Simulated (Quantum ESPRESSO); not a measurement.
A self-consistent single point of HgSe (F-43m, 2 atoms in the cell) with Quantum ESPRESSO.

Method of the run: PBE, GBRV 1.5 ultrasoft (PBE) pseudopotentials (plane waves; Quantum ESPRESSO).

The change in words: lattice scaled by 0.98. Reference geometry:
```
CELL_PARAMETERS angstrom
      0.00000     2.99106     2.99106
      2.99106     0.00000     2.99106
      2.99106     2.99106     0.00000
ATOMIC_POSITIONS crystal
  Hg 0.00000 0.00000 0.00000
  Se 0.25000 0.25000 0.25000
```

Reference input (self-consistent single point, DFT, PBE, plane waves, GBRV 1.5 ultrasoft (PBE) pseudopotentials): ecutwfc = 40 Ry; ecutrho = 200 Ry; occupations = smearing; smearing = fermi-dirac; degauss = 0.00147 Ry; potentials = {Hg: hg_pbe_v1.uspp.F.UPF, Se: se_pbe_v1.uspp.F.UPF}; K_POINTS = automatic 8 8 8 0 0 0; conv_thr = 1e-10 Ry. This run's input differs from it in these lines:

```diff
@@ -31,5 +31,5 @@
 CELL_PARAMETERS bohr
-   0.00000000     5.65227666     5.65227666
-   5.65227666     0.00000000     5.65227666
-   5.65227666     5.65227666     0.00000000
+   0.00000000     5.53923136     5.53923136
+   5.53923136     0.00000000     5.53923136
+   5.53923136     5.53923136     0.00000000
```

Log, with long lists cut:

```
     Self-consistent Calculation

     iteration #  1     ecut=    40.00 Ry     beta= 0.70

---- Real-time Memory Report at c_bands before calling an iterative solver
            96 MiB given to the printing process from OS
            25 MiB allocation reported by mallinfo(arena+hblkhd)
------------------

     Threshold (ethr) on eigenvalues was too large:
     Diagonalizing with lowered threshold

---- Real-time Memory Report at c_bands before calling an iterative solver
           107 MiB given to the printing process from OS
            29 MiB allocation reported by mallinfo(arena+hblkhd)
------------------

   [... lines left out ...]

---- Real-time Memory Report at c_bands before calling an iterative solver
           112 MiB given to the printing process from OS
            34 MiB allocation reported by mallinfo(arena+hblkhd)
------------------

     total energy              =    -151.38075675 Ry
     estimated scf accuracy    <          2.7E-09 Ry

     iteration #  8     ecut=    40.00 Ry     beta= 0.70

---- Real-time Memory Report at c_bands before calling an iterative solver
           112 MiB given to the printing process from OS
            34 MiB allocation reported by mallinfo(arena+hblkhd)
------------------
     End of self-consistent calculation

     the Fermi energy is     8.1189 ev

!    total energy              =    -151.38075675 Ry
     estimated scf accuracy    <          4.0E-11 Ry
     smearing contrib. (-TS)   =      -0.00001099 Ry
     internal energy E=F+TS    =    -151.38074576 Ry

     convergence has been achieved in   8 iterations

     Forces acting on atoms (cartesian axes, Ry/au):

     atom    1 type  1   force =     0.00000000    0.00000000    0.00000000
     atom    2 type  2   force =     0.00000000    0.00000000    0.00000000

     Total force =     0.000000     Total SCF correction =     0.000000

          total   stress  (Ry/bohr**3)                   (kbar)     P=      140.55
   0.00095544   0.00000000  -0.00000000          140.55        0.00       -0.00
   0.00000000   0.00095544   0.00000000            0.00      140.55        0.00
  -0.00000000   0.00000000   0.00095544           -0.00        0.00      140.55

   JOB DONE.
```

The run converged in 8 iterations. Against the reference run the free energy goes up by 109 meV/atom and the pressure goes from 8.40 to 14.06 GPa.

The starting cell has typed, rounded lattice constants, without a prior relaxation at this level. Its lattice was rescaled by a random factor within 2.5 % of one. For this run, on top of that: lattice scaled by 0.98. With a pressure of about 14 GPa the cell is away from its equilibrium volume at this level. The run gives no clean gap (levels at the Fermi energy touch, overlap or are partly filled at this smearing), which alone does not show that the compound is a metal.
